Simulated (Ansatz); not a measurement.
Take WC (space group P-6m2, No. 187; a = 2.8991 Å, c = 2.8268 Å; relaxed with 0.1 eV smearing) as the base.

The values are results of plane-wave PAW DFT at the PBEsol level (Ansatz, a program for electronic structure, 420 eV), no spin-orbit coupling, not measurements.

Base values:

- Pressure = 0.0 GPa
- Band gap = zero

Perturbation: every lattice vector is stretched by 1.00 %; the atoms relax in the strained cell.

Problem. What happens to the energy relative to the base, pressure and band gap?

Solution. The energy goes up by 11 meV/atom; the pressure (mean of the normal stresses, compression positive) goes from zero to -11.5 GPa; the band gap remains zero.

No phonon test of stability was made. The final runs are not spin-polarised.
